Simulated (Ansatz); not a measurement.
Habitual settings against a tight run: Sc₃Cd (P6_3/mmc, 8 atoms in the cell)

Self-consistent single point.

```
CELL_PARAMETERS angstrom
      6.38511     0.00000     0.00000
     -3.19256     5.52967     0.00000
      0.00000     0.00000     5.23487
ATOMIC_POSITIONS crystal
  Sc 0.16965 0.33930 0.25000
  Sc 0.83035 0.66070 0.75000
  Sc 0.83035 0.16965 0.75000
  Sc 0.16965 0.83035 0.25000
  Sc 0.66070 0.83035 0.25000
  Sc 0.33930 0.16965 0.75000
  Cd 0.33333 0.66667 0.75000
  Cd 0.66667 0.33333 0.25000
```

Method: LDA (PW92), PAW files made with PBE (plane waves; Ansatz, a program for electronic structure).

Base settings: basis.ecutwfc = 420 eV; kpoints.mp_grid.grid = 6 6 7; hamiltonian.xc = lda; hamiltonian.pseudopotentials = {kind: paw} (the program's default PAW files); scf.occupations.method = cold; scf.occupations.width = 0.136 eV.

Tight run (finer mesh or higher cutoff; not a proven limit): basis.ecutwfc: 420 eV → 590 eV; kpoints.mp_grid.grid: 6 6 7 → 9 9 10; scf.convergence.dr2_threshold: default (1e-07 eV) → 1e-09 eV. It gave Fermi level (on the code's own zero) 10.51 eV; pressure -5.46 GPa; largest force (vector length) 0.030 eV/Å.

Quick runs, as changes from the base:
- A: the base itself
- B: basis.ecutwfc: 420 eV → 210 eV; kpoints.mp_grid.grid: 6 6 7 → 4 4 4
- C: basis.ecutwfc: 420 eV → 335 eV; kpoints.mp_grid.grid: 6 6 7 → 2 2 2; scf.occupations.method: cold → fermi_dirac; scf.occupations.width: 0.136 eV → 0.2 eV; scf.convergence.dr2_threshold: default (1e-07 eV) → 0.001 eV
- D: basis.ecutwfc: 420 eV → 210 eV; kpoints.mp_grid.grid: 6 6 7 → 2 2 2

Energies are extrapolated to zero smearing width, which holds to low order in the width alone.

The count of work is k-points × plane waves × bands × iterations; it is no time. 

Pressures in the table are Ansatz's without its Pulay estimate, at a fixed set of plane waves; the tight run's value above holds the estimate.

The starting cell comes from a database of computed structures (which also holds hypothetical and non-ambient phases and stackings), without a prior relaxation at this level. Its lattice was rescaled by a random factor within 2.5 % of one. In the base run, with a pressure of about -5 GPa the cell is away from its equilibrium volume at this level.

| run | energy less tight (meV/atom) | pressure less tight (GPa) | largest miss in a force vector (eV/Å) | count of work / tight |
|---|---|---|---|---|
| A | 0.9 | -0.01 | 0.003 | 0.21 |
| B | 2135.6 | -79.91 | 0.035 | 0.032 |
| C | 10.3 | 0.15 | 0.010 | 0.015 |
| D | 2157.7 | -80.02 | 0.032 | 0.011 |

Among the runs at the tight run's level, the energy misses run from 0.9 to 2157.7 meV/atom.

Left out of this page: 1 run of the series unsound by tests on forces, stress, charge or solver warnings; 1 run of the series with a known weakness of the program.

Keys are those of Ansatz 0.2.
